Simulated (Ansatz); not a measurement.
# GaN with two functionals, biaxial strain −2.25 %, plane normal [001], relaxed out of plane

The reference is GaN in the wurtzite structure (space group P6_3mc, No. 186; a = 3.219 Å, c = 5.244 Å). Axes: x lies along a and z along c of the hexagonal cell.

(Cell as relaxed with PBE.)

Levels (all Ansatz, a first-principles code, PAW, earlier PAW set): PBE (420 eV, without spin-orbit coupling); r2SCAN (500 eV, scalar-relativistic without spin-orbit coupling).

Each level relaxes its own structure.

```csv
base,PBE,r2SCAN
volume per atom,11.76 Å³,11.37 Å³
lattice parameter a,3.219 Å,3.183 Å
band gap,1.71 eV,2.35 eV
```

It is then changed as follows: biaxial strain −2.25 %, plane normal [001], relaxed out of plane (Cartesian); in-plane vectors clamped, the third vector and the atoms free.

```csv
quantity,PBE,r2SCAN
band gap,1.79 eV,2.43 eV
mean in-plane stress (compression positive),+9.8 GPa,+11.0 GPa
shortest interatomic distance,1.940 Å,1.919 Å
```

PBE's band gap lies 0.64 eV below r2SCAN's; PBE's in-plane stress lies 1.2 GPa below r2SCAN's; PBE's shortest interatomic distance lies 0.021 Å above r2SCAN's (1.1 %). Neither level is exact; r2SCAN is the comparison here, not a measurement.

Whether these cells are dynamically stable was not tested.
